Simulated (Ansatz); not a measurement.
An Ansatz (a program for electronic structure) input (Ansatz, r2SCAN, PAW, cutoff 500 eV, without spin-orbit coupling, earlier PAW set):

Ansatz 0.2 input:
```yaml
crystal:
  lattice:
    - [1.7293496615, -6.7616977695, 0]
    - [1.7293496615, 6.7616977695, 0]
    - [0, 0, 3.5656158409]
  atoms:
    - { symbol: Si, position: [0.9417116064, 0.0582883936, 0.75] }
    - { symbol: Si, position: [0.0582883936, 0.9417116064, 0.25] }
    - { symbol: Si, position: [0.2502836831, 0.7497163169, 0.75] }
    - { symbol: Si, position: [0.7497163169, 0.2502836831, 0.25] }
    - { symbol: Ti, position: [0.6032165114, 0.3967834886, 0.75] }
    - { symbol: Ti, position: [0.3967834886, 0.6032165114, 0.25] }
basis: { ecutwfc: 500, ecutrho_ratio: 4, xc_grid: 4, fft_grid_basis: typed }
kpoints: { mp_grid: { grid: [14, 14, 13] } }
hamiltonian:
  xc: r2scan
  dispersion: none
  pseudopotentials: { azcp: { folder: ./paw }, kind: paw }
scf: { occupations: { method: fermi_dirac, width: 0.05 }, convergence: { dr2_threshold: 0.0000000006 } }
relax: { f_tol: 0.005, max_steps: 50 }
output: { forces: true, stress: true }
checkpoint: { write: state.ck, write_every: 1000 }
```

Task: Which symmetry and how many k-points will the program report, and about how many plane waves at Γ?

Result: Space group Cmcm (ITA 63) with 8 operations, k-points 399 of 2548, and 2107 plane waves at Γ.

Task: And the final pressure?

Result: 3.11 GPa (compression positive).

The cells carry an imposed strain or load. Whether these cells are dynamically stable was not tested. The final runs are not spin-polarised. The cell was made from TiSi2 (space group Cmcm, No. 63) by this change: uniaxial strain ε_xx = −1.94 %.
